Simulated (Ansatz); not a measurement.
Data:

```
CELL_PARAMETERS angstrom
      3.20852     0.00000     0.00000
     -1.60426     2.72953     0.00000
      0.00000     0.00000     5.13834
ATOMIC_POSITIONS crystal
  Ga 0.33281 0.66561 0.99954
  Ga 0.66719 0.33439 0.49954
  N  0.33162 0.66324 0.37746
  N  0.66838 0.33676 0.87746
```

No spin polarisation.

Level of theory: LDA in Ansatz (plane waves to 420 eV, PAW, scalar-relativistic without spin-orbit coupling). Γ-centred 12×12×7 mesh, Fermi–Dirac width 0.05 eV.

Question: Predict the gap character, pressure, band gap and valence-band top at Γ.

Answer: The gap character is direct at Γ, the pressure (mean of the normal stresses, compression positive) is -3.48 GPa and the band gap is 1.99 eV. The valence-band top at Γ (three highest levels, from the VBM) is 0.00, -0.05, -0.10 eV.

The cells carry an imposed strain or load. No phonon test of stability was made. The cell was made from GaN in the wurtzite structure (space group P6_3mc, No. 186) by this change: uniaxial strain ε_xx = +1.80 %.

Ansatz is a first-principles code.
